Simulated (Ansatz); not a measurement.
We consider cubic perovskite CsPbBr₃ (cubic high-temperature phase), described by PBE0 in Ansatz (plane waves, PAW).

Settings: plane-wave cutoff 520 eV, 4×4×4 k mesh, scalar-relativistic PAW data made under PBE.

Computed at the level's own relaxed cell.

Hill averages of the elastic tensor: K = 19.9 GPa, G = 8.6 GPa. Volume 42.551 Å³/atom, mean atomic mass 115.963 u.

Work out the density, the sound velocities of a polycrystal and the elastic Debye temperature at this level.

ρ = 1.66054 × 115.963/42.551 = 4.525 g/cm³. v_l = √[(K + 4G/3)/ρ] = 2.633 km/s and v_t = √(G/ρ) = 1.379 km/s. The mean follows from 3/v_m³ = 1/v_l³ + 2/v_t³: v_m = 1.542 km/s. Θ_D = (ħ/k_B) v_m (6π²/V)^(1/3) = 76.38 K Å s/km × 1.542 × 1.1165 Å⁻¹ = 131 K, counting all atoms of the cell.

Note: the relaxation could not lower the start's symmetry, so the cell can be a saddle point above a distorted one.

Ansatz is a first-principles code.
